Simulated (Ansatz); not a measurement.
# 1T (CdI2-type) MnI2

The numbers are results of r²SCAN0 in Ansatz (PAW), not measurements.

Settings: plane-wave cutoff 520 eV, 6×6×4 k mesh (along the axes of the cell as run), Fermi–Dirac smearing 0.01 eV, spin-polarised with parallel moments, scalar-relativistic PAW data made under PBE.

Cell: measured lattice: a = 4.1600 Å, b = 4.1600 Å, c = 6.8200 Å, α = 90.00°, β = 90.00°, γ = 120.00°.

```yaml
band_gap: 4.49 eV (on the SCF k mesh)
smallest_direct_gap_on_the_k_points_sampled: 4.61 eV
direct gap at Γ: 5.39 eV
```

Note: the magnetic order was assumed, not searched for or taken from measurement; cell and atoms aren't relaxed at this level (largest force component 0.35 eV/Å, pressure 1.5 GPa).

Spin–orbit coupling is not included; with these elements it can move the gap by several tenths of an eV or more.

Static lattice: no zero-point or thermal effects.

Ansatz is a program for electronic structure.
